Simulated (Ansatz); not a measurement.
# ZrO2, pressure series

The reference is ZrO₂ (space group Pca2_1, No. 29; a = 5.2868 Å, b = 5.0727 Å, c = 5.0983 Å).

Cell and atoms are relaxed at each pressure.

Method: r2SCAN/PAW in Ansatz (an electronic-structure program), no SOC.

```csv
pressure (GPa),volume per atom (Å³/atom)
-2,11.509
-1,?
0,11.394
3,11.234
7,11.037
15,10.669
```

Problem. Fit the third-order Birch–Murnaghan form P(V) = (3B₀/2)[(V₀/V)^(7/3) − (V₀/V)^(5/3)]·[1 + (3/4)(B₀′ − 4)((V₀/V)^(2/3) − 1)] (squares taken in P) to the rows shown and predict the withheld row.

Solution. Least squares on the printed values gives V₀ = 11.396 Å³/atom, B₀ = 208 GPa, B₀′ = 2.8; this predicts 11.451 Å³/atom, and the run gives 11.450 Å³/atom, in agreement.

Load acts through the strain it causes; cell and atoms are relaxed under it. No phonon test of stability was made. No other phases were tried under pressure. This is not the structure that ZrO2 has at room temperature and ambient pressure.
